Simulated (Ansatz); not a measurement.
CaCl₂ (space group Pnnm, No. 58)

```
CaCl2
1.0
    6.19680     0.00000     0.00000
    0.00000     6.42017     0.00000
    0.00000     0.00000     4.12545
Ca Cl
2 4
Cartesian
  3.09840   3.21009   2.06273
  0.00000   0.00000   0.00000
  4.79134   1.07435   2.06273
  1.40545   5.34582   2.06273
  1.69295   2.13574   0.00000
  4.50385   4.28443   0.00000
```

Computed with PBEsol in Ansatz (plane waves to 420 eV, PAW, scalar-relativistic without spin-orbit coupling). Γ-centred 6×5×8 mesh, Fermi–Dirac width 0.05 eV.

| Item | Result |
|---|---|
| Volume per atom | 27.35 Å³ |
| Density | 2.25 g/cm³ |
| Band gap | 5.36 eV, direct at Γ |
| Total energy | -1307.517 eV/atom (σ→0; compares only within this code and set-up) |

Stability against distortions was not tested.

Ansatz is a first-principles code.
